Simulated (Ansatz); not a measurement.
Base system: ZnS in the zinc blende structure (space group F-43m, No. 216; a = 5.389 Å). Axes: x, y, z lie along the cube axes.

Calculations: r2SCAN/PAW in Ansatz (a first-principles code), no spin-orbit coupling.

Modification: uniaxial strain ε_zz = +2.00 %, all other strain components held at zero; the atoms relax in the strained cell.

Predict the stress tensor and what it implies for the stiffness.

Stress of the strained cell less that of the base (GPa, compression positive):
```
  -1.20    0.00    0.00
   0.00   -1.20    0.00
   0.00    0.00   -2.10
```

Then −Δσ_ii/ε with ε = 0.0200 gives secant stiffness values (nonlinear terms included at this strain): C33 ≈ 105 GPa, C13 ≈ 60 GPa and C23 ≈ 60 GPa.

No phonon test of stability was made.
